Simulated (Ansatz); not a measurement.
Base system: Pt in the fcc (Cu type) structure (space group Fm-3m, No. 225; a = 3.918 Å).

The values are results of PBEsol/PAW in Ansatz (a first-principles code), no spin-orbit coupling, earlier PAW set, not measurements.

Before the change:

* **Volume per atom**: 15.04 Å³

Modification: Pd takes the place of Pt on all its sites, then cell and atoms are relaxed.

Tabulated Pauling electronegativity and covalent radius: Pt 2.28, 1.36 Å; Pd 2.20, 1.39 Å.

Question: Estimate the effect on the volume per atom.

Answer: The volume per atom falls by 0.49 Å³ to 14.55 Å³.

Whether these cells are dynamically stable was not tested. All final runs are without spin polarisation.
